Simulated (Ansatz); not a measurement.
For LuSi (Cmcm, No. 63; structure not from a measured cell), PBEsol (plane waves, PAW; Ansatz, a quantum-chemistry and plane-wave program) gives:

```
Quantity                Value
---------------  ------------
bulk modulus B0       103 GPa
cohesive energy  5.65 eV/atom
```

**Question.** What does r²SCAN (Ansatz, PAW) give for the same quantities?

**Answer.** 
- bulk modulus: 101 GPa (is nearly the same)
- cohesive energy: 5.34 eV/atom (shrinks by 0.31 eV/atom)

Changes are worked out from the printed values.

Unless a cell is named, each level is at its own relaxed cell (PBEsol 19.35, r²SCAN 19.83 Å³/atom).

Levels without +SOC leave out spin–orbit coupling, which shifts energies and cells of such heavy elements.

Caveats: the bulk modulus is −V dP/dV from two relaxed cells at ±2 % in volume (PBEsol, r²SCAN); the relaxation could not lower the start's symmetry, so the cell can be a saddle point above a distorted one (PBEsol, r²SCAN). Ansatz's density-functional and Hartree–Fock values are scalar-relativistic unless marked +SOC, with PAW data made under PBE.
